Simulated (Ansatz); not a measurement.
Take ZrB$_{2}$ (space group P6/mmm, No. 191; a = 3.171 Å, c = 3.541 Å) as the base.

Structures relaxed with Ansatz (an electronic-structure program) PBE, no spin-orbit coupling.

Base:

Simulated powder pattern, Cu Kα1, λ = 1.54056 Å (kinematic, ideal powder, no thermal factors, no anomalous dispersion; the 14 strongest lines at most, above 2 %, up to 2θ = 90°):

```csv
2θ (°),I/Imax (%),hkl
25.13,35,(001)
32.57,70,(100)
41.58,100,(101)
51.57,9.9,(002)
58.12,21,(110)
62.34,22,(102)
64.31,17,(111)
68.24,8.3,(200)
73.97,17,(201)
81.40,16,(112)
```

The change: cell and atoms relaxed at a pressure of 0.9 GPa.

Q: Predict the new powder pattern.

A: 
Simulated powder pattern, Cu Kα1, λ = 1.54056 Å (kinematic, ideal powder, no thermal factors, no anomalous dispersion; the 14 strongest lines at most, above 2 %, up to 2θ = 90°):

```csv
2θ (°),I/Imax (%),hkl
25.16,35,(001)
32.61,70,(100)
41.63,100,(101)
51.65,9.9,(002)
58.20,21,(110)
62.43,22,(102)
64.40,17,(111)
68.33,8.3,(200)
74.07,17,(201)
81.52,16,(112)
```

The indices refer to the base's conventional cell; one index is shown for lines that coincide.

Load acts through the strain it causes; cell and atoms are relaxed under it. No phonon test of stability was made. The final runs are not spin-polarised.
